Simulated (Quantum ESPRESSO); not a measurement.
How a calculation on Zn3PBr3 (Pm, 7 atoms in the cell) responds to its settings

```yaml
crystal:
  lattice:
    - [6.59711, 0.00000, 0.00000]
    - [0.00000, 4.00656, 0.00000]
    - [-0.07631, 0.00000, 6.93302]
  atoms:
    - { symbol: Zn, position: [0.47409, 0.00000, 0.29939] }
    - { symbol: Zn, position: [0.50049, 0.50000, 0.87471] }
    - { symbol: Zn, position: [0.02618, 0.50000, 0.15105] }
    - { symbol: P, position: [0.37090, 0.50000, 0.17740] }
    - { symbol: Br, position: [0.86933, 0.00000, 0.32860] }
    - { symbol: Br, position: [0.86717, 0.50000, 0.83225] }
    - { symbol: Br, position: [0.38783, 0.00000, 0.66995] }
```

Base run A: PBEsol, PseudoDojo standard norm-conserving (PBESOL) pseudopotentials run with Quantum ESPRESSO, self-consistent single point.

Its settings: ecutwfc = 85 Ry; occupations = fixed; potentials = {Zn: Zn.upf, P: P.upf, Br: Br.upf}; K_POINTS = automatic 3 5 3 0 0 0; nbnd = 51; conv_thr = 1e-10 Ry; mixing_beta = 0.3.

The starting cell comes from a database of computed structures (which also holds hypothetical and non-ambient phases and stackings), without a prior relaxation at this level.

ΔF is the free energy per atom less that of run A. 

Run A gave: pressure (GPa) -0.83; largest force (eV/Å) 0.096; gap on the mesh (eV) 1.625; k-points 15.

Runs:
- B: K_POINTS = automatic 2 2 2 0 0 0
- C: K_POINTS = automatic 2 3 2 0 0 0
- D: K_POINTS = automatic 3 4 3 0 0 0

Question: What does run C change against A?

Answer: The free energy goes up by 17.4 meV/atom, the pressure goes from -0.83 to -0.72 GPa, the largest force hardly changes (0.096 to 0.093 eV/Å) and the gap on the mesh goes from 1.625 to 1.613 eV.

Question: What does run D change against A?

Answer: The free energy goes up by 2.8 meV/atom, the pressure moves little (-0.83 to -0.81 GPa), the largest force stays at 0.096 eV/Å and the gap on the mesh hardly changes (1.625 to 1.622 eV).

Question: What does run B change against A?

Answer: The free energy rises by 97.5 meV/atom, the pressure goes from -0.83 to -0.02 GPa, the largest force goes from 0.096 to 0.135 eV/Å and the gap on the mesh goes from 1.625 to 1.592 eV.

```
run  ΔF (meV/atom)  pressure (GPa)  largest force (eV/Å)  gap on the mesh (eV)  k-points
---  -------------  --------------  --------------------  --------------------  --------
A             0.00           -0.83                 0.096                 1.625        15
B             97.5           -0.02                 0.135                 1.592         8
C             17.4           -0.72                 0.093                 1.613         8
D              2.8           -0.81                 0.096                 1.622        15
```
